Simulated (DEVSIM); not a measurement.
Device: Au/Al2O3/n-In0.53Ga0.47As capacitor, at 250 K.

Layer 1 from the left is Al2O3, thickness (nm) 3.70. Layer 2 from the left is In0.53Ga0.47As, thickness (nm) 3900, Nd (cm⁻³) 2.1e16.

Metal gate on the left, work function 5.1 eV. Fixed charge at the semiconductor interface 9.4e11 cm⁻² (in units of +e); no interface traps.

This is a model device: material constants are rounded textbook-type values typed into the input, and sizes, dopings and lifetimes were drawn at random. Values at 300 K; Nc and Nv go as T^1.5, mobilities as T to minus their exponent, the gap by Varshni's rule with the affinity fixed.

Al2O3: gap (eV) 6.8, affinity (eV) 1.35, permittivity 9. In0.53Ga0.47As: gap (eV) 0.74, affinity (eV) 4.51, permittivity 13.9, Nc (cm⁻³) 2.1e17, Nv (cm⁻³) 7.7e18, Varshni α (eV/K) 0.00035, Varshni β (K) 190.

Estimate by hand the flat-band voltage, the threshold voltage, and compare with a numerical solution.


- Flat-band voltage: C = 2.15 μF/cm², work-function difference 0.546 V; VFB = φms − qNf/C = 0.48 V; numerical 0.48 V.
- Threshold voltage: φF = 0.295 V, depletion charge √(4εqNφF) = 6.99e-8 C/cm²; VT = VFB − 2φF − Qd/C = -0.15 V; numerical -0.15 V.

Model (solved in DEVSIM): 1D Poisson equation in equilibrium, Boltzmann statistics, complete ionisation; no quantum confinement or tunnelling. Metal contacts follow the ideal Schottky-Mott rule: no Fermi-level pinning, no interface dipoles.
